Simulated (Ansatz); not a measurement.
Abridged Ansatz (a program for electronic structure) output:

```
Relaxation: its limit of steps is 50 (relax.max_steps)
Pseudopotential: Pt, paw, valence charge 18
Pseudopotential: S, paw, valence charge 6
Crystal: 4 atoms, lattice volume = 71.715 Å³
Basis set: ecut = 420 eV, 1423 PW (Γ), exchange–correlation on 54×54×80 points (8 copies of the dense FFT grid, shifted against one another)
Bands: 29, of which v1, the nominal top of the filled ones, is band 24 counted from 1 (23 counted from 0)
Symmetry: 24 space group operations
k-points: 222 of 3564
Functional: x = pbe(κ = 0.804, μ = 0.2195149727645171), c = pbe(β = 0.06672455060314922)
SCF iter   1: F=—  HF=-26849.738756 eV  |F-HF|=—  |Δ(HF+E_count)|=         —  Δρ=3.12e-3  dr2=2.26e-3  ethr=1.77e-3  ⟨swp⟩=5.1  Hψ=26030  notcnv=0
SCF iter   2: F=—  HF=-26849.741522 eV  |F-HF|=—  |Δ(HF+E_count)|=   2.77e-3  Δρ=6.28e-4  dr2=2.13e-4  ethr=4.70e-6  ⟨swp⟩=2.2  Hψ=13079  notcnv=0
SCF 1 converged in 6 iterations: F = -26849.741489 eV  dr2 = 2.88e-9
relax step   1: F+E_penalty+E_count = -26849.74148897 eV  Δ(F+E_penalty+E_count) = +0.000e0 eV  max|allowed force component| = 8.674e-17 eV/Å  Δτ_max = 0.0000 Å  P = -6.246 GPa  Ω = 71.715 Å³  fix = [a, b, gamma]  reactions: a -8.231, b -8.231 GPa  (6 SCF iters, dr2 threshold 1.00e-7 eV, accepted)
[... steps on the carried basis left out ...]
relax step   4: F+E_penalty+E_count = -26849.74573572 eV  Δ(F+E_penalty+E_count) = -1.019e-5 eV  max|allowed force component| = 6.476e-17 eV/Å  Δτ_max = 0.0000 Å  P = -5.090 GPa  Ω = 71.145 Å³  energy of the carried Pulay correction = +1.347e-4 eV  fix = [a, b, gamma]  reactions: a -7.634, b -7.634 GPa  (2 SCF iters, dr2 threshold 1.82e-8 eV, accepted)
Crystal: 4 atoms, lattice volume = 71.145 Å³
SCF iter   1: F=—  HF=-26849.745598 eV  |F-HF|=—  |Δ(HF+E_count)|=         —  Δρ=2.09e-5  dr2=6.27e-8  ethr=4.64e-8  ⟨swp⟩=3.3  Hψ=43419  notcnv=0
SCF iter   2: F=—  HF=-26849.745594 eV  |F-HF|=—  |Δ(HF+E_count)|=   4.02e-6  Δρ=6.78e-6  dr2=1.86e-8  ethr=1.31e-10  ⟨swp⟩=2.0  Hψ=11837  notcnv=0
SCF 5 converged in 5 iterations: F = -26849.745594 eV  dr2 = 1.22e-12
SCF converged after 5 iterations
Free energy (F): -26849.745594 eV
Internal energy: -26849.659414 eV  (E = F + TS)
E sigma→0 (E₀):  -26849.702504 eV
Entropy (-TS):   -0.086180 eV (-21.545 meV/atom)
Fermi energy:    13.573048 eV
--- Forces (eV/Å), atoms counted from 1 ---
  atom   1  Pt     0.00000000     0.00000000    -0.00000000
  atom   2  Pt     0.00000000     0.00000000     0.00000000
  atom   3  S      0.00000000     0.00000000     0.00000000
  atom   4  S     -0.00000000    -0.00000000     0.00000000
--- Stress (GPa, compression-positive) ---
       -7.632257       0.000000       0.000000
        0.000000      -7.632257       0.000000
        0.000000       0.000000      -0.000113
  P = ⅓ Tr σ = -5.0882 GPa (-50.882 kbar)
--- Relaxed structure (4 steps of the walk, 4 accepted, 1 SCFs on fresh bases) ---
  cell:  # Å, volume = 71.1447 Å³
    - [3.9024060892902517, 2.8867522313420534e-11, 0.0]
    - [1.9512030446201258, 3.379582809222876, 0.0]
    - [0.0, 0.0, 5.39444439491684]
  atoms:
    - { symbol: Pt, position: [2.3309580760775154e-35, -2.5525521036975073e-35, 5.312761389247132e-35] }
    - { symbol: Pt, position: [8.026571306319e-36, 2.9680838414170166e-36, 0.5] }
    - { symbol: S, position: [0.33333333333333337, 0.3333333333333333, 0.25] }
    - { symbol: S, position: [0.6666666666666667, 0.6666666666666666, 0.7499999999999999] }
```

Question: What was computed, and what are the main results?

Answer: PtS, 4 atoms in the cell, with Ansatz, PBE, PAW, cutoff 420 eV, scalar-relativistic without spin-orbit coupling. The last SCF converged to F = -26849.745594 eV, or -6712.4364 eV per atom, at a pressure of -5.09 GPa. The total energy compares only with runs of the same code, potentials and settings.

The cells carry an imposed strain or load. No phonon test of stability was made. The final runs are not spin-polarised. The cell was made from PtS in the NiAs type structure (space group P6_3/mmc, No. 194; a hypothetical phase, not in the database extracts checked) by this change: biaxial strain +4.04 %, plane normal [001], relaxed out of plane.

Keys are those of Ansatz 0.2.
